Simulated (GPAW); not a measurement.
**Convergence test for HgPd (P2_13, 8 atoms in the cell)**

```xyz
8
Lattice="5.3233 0.0000 0.0000 0.0000 5.3233 0.0000 0.0000 0.0000 5.3233" Properties=species:S:1:pos:R:3 pbc="T T T"
Hg     4.4905     3.4944     1.8289
Hg     3.4944     1.8289     4.4905
Hg     1.8289     4.4905     3.4944
Hg     0.8328     0.8328     0.8328
Pd     0.8121     1.8496     3.4737
Pd     1.8496     3.4737     0.8121
Pd     3.4737     0.8121     1.8496
Pd     4.5112     4.5112     4.5112
```

Level of theory: LDA (Perdew-Wang 92), GPAW PAW datasets LDA (gpaw-data 1.0.1) (plane waves; GPAW 25.7.0).

The starting cell comes from a database of computed structures (which also holds hypothetical and non-ambient phases and stackings), without a prior relaxation at this level. Spin polarisation is off. In the base run, with a pressure of about -11 GPa the cell is away from its equilibrium volume at this level. Without a gap this mesh is coarse (it stands for a supercell whose shortest vector is 16 Å).

Held fixed: mode = pw; ecut = 600 eV; xc = LDA; mesh shift (steps) = 0 0 0; occupations.name = methfessel-paxton; occupations.width = 0.05 eV; occupations.order = 1; nbands = -14; convergence.forces = 0.001 eV/Å; symmetry.symmorphic = false; symmetry.tolerance = 0.0005; maxiter = 150.

ΔF is the free energy per atom less that of the last row (7 7 7).

```
kpts   ΔF (meV/atom)  pressure (GPa)  largest force (eV/Å)  k-points  plane waves
-----  -------------  --------------  --------------------  --------  -----------
1 1 1          492.6          -13.05                 0.649         1         2521
2 2 2           29.7          -12.15                 0.181         4         5056
3 3 3           32.0          -11.21                 0.112         4         5046
4 4 4          -0.13          -11.15                 0.065        11         5056
5 5 5            3.7          -11.19                 0.058        11         5057
6 6 6           0.94          -11.23                 0.041        24         5058
7 7 7           0.00          -11.17                 0.049        24         5049
```

Pressure within 0.1 GPa of the last row: from kpts = 3 3 3 on; the one before it is off by 0.98 GPa. The value it settles on is -11.17 GPa at this level of theory and with the other settings as held.
